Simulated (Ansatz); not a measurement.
System: Au vacancy in fcc Au (neutral cell). Calculation: PBE, PAW (plane waves to 420 eV; Ansatz, a quantum-chemistry and plane-wave program).

Settings: 32 host sites, the relaxed PBE lattice, a 3×3×3 k-point mesh shifted by half a step, smearing 0.10 eV, spin-restricted, no image-charge correction. Energies are static. Spin-orbit coupling is left out. Forms of the defect that were not tried may lie lower.

Barriers: single points on a 4×4×4 k-point mesh shifted by half a step at the bands' geometries (they differ from the bands' own by up to 0.05 eV, and are uncertain by about as much).

The only route run: a nearby Au atom hops onto the vacant site; the atom moves 2.82 Å along (0.00, 0.48, -0.48) of the unit cell; the moving atom starts with neighbours 4 Au at 2.88, 2 Au at 2.94, 4 Au at 2.96, Au at 2.99 Å and ends with 4 Au at 2.88, 2 Au at 2.94, 4 Au at 2.96, Au at 3.00 Å. Its barrier is 0.58 eV. The saddle point's order was not checked, and it lies on a symmetry element of the cell, where a band can be held. The defect has 12 equivalent sites to jump to, 2.94 Å away. Attempt frequency: take 10 THz as a typical guess.

Problem. Estimate the defect's diffusion coefficient at 600 K, how far it wanders in 1 min, and how much an error of 0.1 eV in the barrier would matter.

Solution. kT = 0.0517 eV, so each jump happens at Γ = ν exp(−E/kT) = 1.0e13 × exp(−11.22) ≈ 1.3e+08 s⁻¹. For uncorrelated jumps in a cubic host D = z λ² Γ / 6 = 12 × (2.94e-8 cm)² × 1.3e+08 / 6 ≈ 2.2e-07 cm²/s. The root-mean-square distance is √(6Dt) ≈ 90 µm. An error of 0.1 eV changes D by a factor exp(0.1/kT) ≈ 6.9, and the distance by its square root. This is the isolated defect's own diffusivity; trapping, its concentration and zero-point motion are left out.
